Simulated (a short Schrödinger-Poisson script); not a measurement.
System: gated Al0.4Ga0.6N/GaN polarisation-induced gas, at 300 K.

```
layer     material  thickness (nm)  Na (cm⁻³)
-----  -----------  --------------  ---------
1      Al0.4Ga0.6N              30          -
2              GaN            6000       7e14
```

The device is made up for the run: typed textbook-type constants, with dimensions and the other settings drawn at random. Al0.4Ga0.6N: permittivity 9.26, conduction-band edge (eV) 0.58, gap (eV) 4.258, electron mass (mₑ) 0.248, Nv at 300 K (cm⁻³) 4.6e19. GaN: permittivity 9.5, conduction-band edge (eV) 0, gap (eV) 3.43, Nv at 300 K (cm⁻³) 4.6e19.

Channel valleys (confinement mass, in-plane density-of-states mass, number): Γ 0.2, 0.2, 1. At the gate the conduction-band edge of layer 1 lies 1.36 eV − eVg above the Fermi level of the channel; the field vanishes at the back. Sheet of polarisation charge: +2e13 e/cm² at 30 nm from the gate. The barrier under the gate holds no holes. Gaps are held at their typed values at every temperature. Mesh 0.08 nm at interfaces.

From a short Schrödinger-Poisson script (our own, NumPy): 1D Poisson equation in equilibrium, electrons quantum, Hartree plus LDA exchange-correlation (BenDaniel-Duke, 40 states a valley, the channel's in-plane mass for all, wave functions free to enter the barrier), parabolic valleys, classical holes, full ionisation, no traps, pinning or gate leakage.

The same stack at other levels of the model or other numerical settings:

| run | sheet density of all electrons at Vg = 0.5 V (cm⁻²) | sheet density of all electrons at Vg = -6.5 V (cm⁻²) | capacitance at Vg = 0.5 V (μF/cm²) | centroid of the channel electrons at Vg = 0.5 V (nm) | rough cost against the base |
|---|---|---|---|---|---|
| base | 1.86e13 | 7.00e12 | 0.267 | 1.66 | about 1 |
| electrons treated as classical, Boltzmann | 1.91e13 | 7.22e12 | 0.272 | 0.64 | 0.010 |
| electrons treated as classical, Fermi-Dirac | 1.85e13 | 7.01e12 | 0.265 | 1.62 | 0.04 |
| electrons treated as quantum, Hartree | 1.85e13 | 6.93e12 | 0.268 | 1.82 | 0.5 |
| mesh six times as coarse | 1.86e13 | 7.00e12 | 0.268 | 1.60 | 0.2 |
| one subband a valley | 1.85e13 | 6.99e12 | 0.266 | 1.21 | 0.3 |

The classical rows ignore confinement, and Boltzmann statistics overrate the density once the band edge passes the Fermi level.
